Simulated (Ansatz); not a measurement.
Take TiB₂ (space group P6/mmm, No. 191) as the base.

```yaml
crystal:
  lattice:
    - [3.01738, 0.00000, 0.00000]
    - [-1.50869, 2.61313, 0.00000]
    - [0.00000, 0.00000, 3.18507]
  atoms:
    - { symbol: Ti, position: [0.00000, 0.00000, 0.00000] }
    - { symbol: B, position: [0.66667, 0.33333, 0.50000] }
    - { symbol: B, position: [0.33333, 0.66667, 0.50000] }
```

Cartesian axes are those of the cell as printed.

Level of theory: plane-wave PAW DFT at the PBEsol level (Ansatz, a first-principles code, 420 eV), no spin-orbit coupling.

Before the change:

| Quantity | Value |
|---|---|
| Pressure | 0.0 GPa |
| Shortest interatomic distance | 1.742 Å |
| Band gap | zero |

Perturbation: tensor shear ε_xz = +1.14 % (engineering shear γ = 0.0228); the atoms relax in the strained cell.

**Question.** How does this affect the energy relative to the base, pressure, shortest interatomic distance and band gap?

**Answer.** The energy grows by 3.8 meV/atom; the pressure (mean of the normal stresses, compression positive) goes from zero to 0.2 GPa; the shortest interatomic distance remains 1.742 Å; the band gap stays zero.

A case with no gap was solved on a k-mesh chosen for an insulator, which is coarse for it. Without a gap, meshes like the base's 13×13×10 leave anisotropic stresses uncertain by several tenths of a GPa, and small strain energies with them. Whether these cells are dynamically stable was not tested. All final runs are without spin polarisation.
